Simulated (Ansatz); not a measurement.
The parent structure is SrTiO3 in the cubic perovskite structure (space group Pm-3m, No. 221).

```
CELL_PARAMETERS angstrom
      3.85418     0.00000     0.00000
      0.00000     3.85418     0.00000
      0.00000     0.00000     3.85418
ATOMIC_POSITIONS crystal
  Sr 0.00000 0.00000 0.00000
  Ti 0.50000 0.50000 0.50000
  O  0.50000 0.00000 0.50000
  O  0.00000 0.50000 0.50000
  O  0.50000 0.50000 0.00000
```

Cartesian axes are those of the cell as printed.

All numbers come from Kohn–Sham DFT with the LDA functional, run in Ansatz (a quantum-chemistry and plane-wave program) with PAW and 420 eV plane waves, no SOC.

Modification: the cell is stretched by 2.40 % along z with no lateral relaxation, atoms relaxed at fixed cell.

Question: Predict the stress tensor and what it implies for the stiffness.

Answer: Stress of the strained cell less that of the base (GPa, compression positive):
```
  -2.51    0.00    0.00
   0.00   -2.51    0.00
   0.00    0.00   -8.13
```

Then −Δσ_ii/ε with ε = 0.0240 gives secant stiffness values (nonlinear terms included at this strain): C33 ≈ 339 GPa, C13 ≈ 105 GPa and C23 ≈ 105 GPa.

As a check, the harmonic strain energy −½ V₀ Δσ:ε is 7.0 meV/atom; the computed energy rise is 7.2 meV/atom.

No phonon test of stability was made. All final runs are without spin polarisation. Many cubic perovskites are stable only at high temperature; tilts and polar distortions were not tested.
